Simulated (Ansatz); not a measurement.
The (10-12) face of hcp Hf can be cut between different planes. Symmetric, stoichiometric slabs relaxed in the 1x1 cell (24.1 Å²): top plane Hf, 1.25 Å over the next in the ideal cut; top plane Hf, 0.62 Å over the next in the ideal cut.

Computed with PBE (plane waves to 420 eV, PAW; Ansatz, an electronic-structure program).

### Question
Order them by surface energy (lowest first) at the level PBE.

### Answer
the cut with an outer spacing of 0.62 Å (1.90 J/m²), the cut with an outer spacing of 1.25 Å (1.94 J/m²)
